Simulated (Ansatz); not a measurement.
**ZnO: Zr on a Zn site, symmetric start**

The parent structure is an 8-atom supercell of ZnO in the wurtzite structure (space group P6_3mc, No. 186; a = 3.231 Å, c = 5.216 Å) at its relaxed geometry.

The change: a neutral Zr on a Zn site, symmetric start, atoms relaxed at fixed cell.

The values are results of PBEsol in Ansatz (plane waves to 420 eV, PAW, spin-orbit coupling left out), earlier PAW set, not measurements. Γ-centred 5×7×5 mesh, Fermi–Dirac width 0.01 eV.

The pressure goes from zero to 12.3 GPa and the largest displacement of a host atom from its site in the perfect cell is 0.29 Å. The shift of the substituted atom off its lattice site amounts to 0.21 Å.

The magnetic state is the one reached from the starting moments; the real material's order can differ, and small cells can't hold many antiferromagnetic ones. In so small a cell the defect repeats every few ångströms: this is an ordered compound, not a dilute defect. A case with no gap was solved on a k-mesh chosen for an insulator, which is coarse for it. The defect started on the symmetric site and kept its symmetry, so it may sit on a saddle. Starting moments died away, wholly or in part, for Zr on a Zn site; another magnetic solution may exist. The defect cell is spin-polarised and ends with 0.0 μB.

Ansatz is a first-principles code.
